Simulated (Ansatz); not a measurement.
**Sensitivity of a calculation on CsMnCl3 (R-3m, 15 atoms in the cell) to its settings**

```
CELL_PARAMETERS angstrom
      3.64500     2.10444     9.10567
     -3.64500     2.10444     9.10567
      0.00000    -4.20888     9.10567
ATOMIC_POSITIONS crystal
  Cs 0.21850 0.21850 0.21850
  Cs 0.78150 0.78150 0.78150
  Cl 0.71540 0.24260 0.71540
  Cl 0.71540 0.71540 0.24260
  Cl 0.24260 0.71540 0.71540
  Cl 0.28460 0.75740 0.28460
  Cl 0.75740 0.28460 0.28460
  Cl 0.28460 0.28460 0.75740
  Cs 0.00000 0.00000 0.00000
  Mn 0.38360 0.38360 0.38360
  Mn 0.61640 0.61640 0.61640
  Mn 0.50000 0.50000 0.50000
  Cl 0.50000 0.50000 0.00000
  Cl 0.00000 0.50000 0.50000
  Cl 0.50000 0.00000 0.50000
```
Moments meant for the start (each program seeds them in its own way; μB, in the order of the atoms Cs Cs Cl Cl Cl Cl Cl Cl Cs Mn Mn Mn Cl Cl Cl): 0.0 0.0 0.0 0.0 0.0 0.0 0.0 0.0 0.0 4.0 4.0 4.0 0.0 0.0 0.0.

Base run A: LDA (PW92), default PAW files made with PBE run with Ansatz (a first-principles code), self-consistent single point.

Its settings: basis.ecutwfc = 420 eV; kpoints.mp_grid.grid = 3 3 3; hamiltonian.xc = lda; hamiltonian.pseudopotentials = {kind: paw} (the program's default PAW files); magnetization.spin_polarized = true; scf.occupations.method = gaussian; scf.occupations.width = 0.2 eV.

The starting cell comes from a database of published, mostly measured structures (it also holds non-ambient and calculated ones), without a prior relaxation at this level. The magnetic order is the one reached from the typed start; others were not searched systematically. The program warned that, by what it read of turns of the moments, another magnetic order lies lower. In the base run, with a pressure of about -3 GPa the cell is away from its equilibrium volume at this level. Ansatz's pressure includes its estimate of the finite-basis (Pulay) stress.

ΔF is the free energy per atom less that of run A. A dash stands where there is no value to compare (another energy zero or no entropy term, no result, no spin, no clean gap, or a mesh too coarse for one). Absolute energies have different zeros for different potentials, functionals, Hubbard and dispersion terms and are not compared across them.

Run A gave: pressure (GPa) -3.15; largest force (eV/Å) 0.395; size of the net moment (μB/atom) 1.00; k-points 6.

Runs:
- B: kpoints.mp_grid.grid: 3 3 3 → 2 2 2
- C: kpoints.mp_grid.grid: 3 3 3 → 6 6 6
- D: hamiltonian.xc: lda → pbesol [PBEsol]
- E: scf.mixing.algorithm: default (the program chose MSR1) → broyden; scf.mixing.beta: default → 0.5
- F: scf.mixing.algorithm: default (the program chose MSR1) → anderson

Question: What does run D change against A?

Answer: The pressure goes from -3.15 to -1.19 GPa, the largest force goes from 0.395 to 0.243 eV/Å and the size of the net moment stays at 1.00 μB/atom.

```tsv
run	ΔF (meV/atom)	pressure (GPa)	largest force (eV/Å)	size of the net moment (μB/atom)	k-points
A	0.00	-3.15	0.395	1.00	6
B	3.3	-3.08	0.400	1.00	4
C	-0.10	-3.16	0.395	1.00	32
D	–	-1.19	0.243	1.00	6
E	0.00	-3.15	0.395	1.00	6
F	0.00	-3.15	0.395	1.00	6
```

Keys are those of Ansatz 0.2.
